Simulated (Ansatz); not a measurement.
Amorphous Si$_{24}$O$_{48}$C, 73 atoms at 2.20 g/cm³, one PBE-relaxed geometry, zone centre. Methods: PBE, scalar-relativistic without spin-orbit coupling (Ansatz, a quantum-chemistry and plane-wave program); r2SCAN, scalar-relativistic without spin-orbit coupling (Ansatz); HSE06, scalar-relativistic without spin-orbit coupling (Ansatz). Plane waves to 420 eV (r2SCAN 500 eV); exact exchange is cut at the cell's faces. At PBE the levels at both edges of the gap are localised (band-tail or defect states), and the nearest spread-out levels lie 5.1 eV apart at the zone centre.

Preparation: random packing, a CHGNet melt and quench, and a DFT relaxation. O atoms were pushed apart under 1.9 Å during the dynamics, to hinder bonds among them. The hot cell started wider than the set density and was brought back towards it in steps. It is the lowest in DFT energy of 2 quenches. It is a model cell: composition and starting density were chosen by hand, and all elements were melted together. No dispersion term was used. Its density started from a set value of 2.20 and ended at 2.20 g/cm³. Cooling (nominally 320 K/ps over its main leg) ran many orders faster than in experiment, which tends to leave more defects and strain. A cell of this size samples the disorder only roughly. The volume was held where the preparation left it and the shape relaxed, at a PBE pressure of -1.5 GPa (tension). Stress components on the final sampling reach 2.7 GPa. Cycles of charging lowered its energy after that relaxation.

The relaxation ran on the zone centre alone. At PBE the gap between localised states is 3.66 eV on a 2×2×2 Γ-centred mesh, and the spacing at the zone centre alone 3.73 eV.

### Question
What zone-centre spacing does r2SCAN give, roughly?

### Answer
4.03 eV (+0.30 eV against PBE).

### Question
What zone-centre spacing does HSE06 give, roughly?

### Answer
4.95 eV (+1.21 eV against PBE).

The highest filled and the lowest empty state spread over these numbers of atoms (participation numbers): PBE: 2.4 and 2.8; r2SCAN: 2.3 and 2.6; HSE06: 2.2 and 2.8.
